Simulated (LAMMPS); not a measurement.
Molecular dynamics of a melt made from GaN (wurtzite), 896 atoms, at 4320 K and 0 GPa, brought to that temperature within a few picoseconds.

Computed with classical MD, pair style tersoff, file GaN.tersoff, run in LAMMPS.

Question: Give probability per degree against angle (°) as the simulation yields it.

Answer: State found: liquid.
| angle (°) | probability per degree, N-Ga-N | probability per degree, Ga-N-Ga |
|---|---|---|
| 49.50 | 0.0000 | 0.0000 |
| 52.50 | 0.0001 | 0.0001 |
| 55.50 | 0.0002 | 0.0002 |
| 58.50 | 0.0009 | 0.0007 |
| 61.50 | 0.0017 | 0.0016 |
| 64.50 | 0.0031 | 0.0023 |
| 67.50 | 0.0041 | 0.0039 |
| 70.50 | 0.0059 | 0.0058 |
| 73.50 | 0.0080 | 0.0078 |
| 76.50 | 0.0096 | 0.0091 |
| 79.50 | 0.0098 | 0.0098 |
| 82.50 | 0.0109 | 0.0123 |
| 85.50 | 0.0107 | 0.0135 |
| 88.50 | 0.0146 | 0.0140 |
| 91.50 | 0.0143 | 0.0148 |
| 94.50 | 0.0145 | 0.0133 |
| 97.50 | 0.0141 | 0.0148 |
| 100.5 | 0.0156 | 0.0156 |
| 103.5 | 0.0151 | 0.0160 |
| 106.5 | 0.0144 | 0.0161 |
| 109.5 | 0.0154 | 0.0147 |
| 112.5 | 0.0139 | 0.0143 |
| 115.5 | 0.0139 | 0.0148 |
| 118.5 | 0.0135 | 0.0133 |
| 121.5 | 0.0139 | 0.0126 |
| 124.5 | 0.0117 | 0.0116 |
| 127.5 | 0.0114 | 0.0113 |
| 130.5 | 0.0106 | 0.0101 |
| 133.5 | 0.0091 | 0.0091 |
| 136.5 | 0.0087 | 0.0076 |
| 139.5 | 0.0073 | 0.0067 |
| 142.5 | 0.0067 | 0.0065 |
| 145.5 | 0.0058 | 0.0060 |
| 148.5 | 0.0050 | 0.0043 |
| 151.5 | 0.0040 | 0.0040 |
| 154.5 | 0.0035 | 0.0033 |
| 157.5 | 0.0024 | 0.0029 |
| 160.5 | 0.0026 | 0.0020 |
| 163.5 | 0.0018 | 0.0018 |
| 166.5 | 0.0017 | 0.0016 |
| 169.5 | 0.0011 | 0.0013 |
| 172.5 | 0.0011 | 0.0009 |
| 175.5 | 0.0004 | 0.0003 |
| 178.5 | 0.0002 | 0.0004 |

Caution: at ambient pressure real GaN sublimes or decomposes before or as it melts, so this liquid is the model's. Caution: a run this short can hold a crystal over, or a liquid under, the potential's melting point.
